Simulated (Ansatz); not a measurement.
The parent structure is TiTe₂ in the CdI2 type structure (space group P-3m1, No. 164; a = 3.698 Å, c = 6.384 Å; layered, stacked along the Cartesian z axis; relaxed with 0.1 eV smearing). Axes: x lies along a and z along c of the hexagonal cell.

Computed with DFT with PBE-D3(BJ), PAW potentials and a 420 eV plane-wave cutoff in Ansatz (an electronic-structure program), spin-orbit coupling left out, earlier PAW set.

Strains are applied to the cell and any free atomic positions relax.

One change was made to it. Results:

The energy grows by 16 meV/atom; the shortest interatomic distance drops by 0.045 bohr, from 5.194 bohr to 5.149 bohr; the largest internal atomic displacement comes out as 0.050 Å.

Problem. What was done to the base?
A. uniaxial strain ε_zz = +3.95 %
B. uniaxial strain ε_zz = −5.08 %
C. isotropic strain −3.36 %

Solution. B, uniaxial strain ε_zz = −5.08 %. For comparison, the energy relative to the base in the other runs: uniaxial strain ε_zz = +3.95 % gives +6.1 meV/atom; isotropic strain −3.36 % gives +40 meV/atom.

Whether these cells are dynamically stable was not tested. The final runs are not spin-polarised.
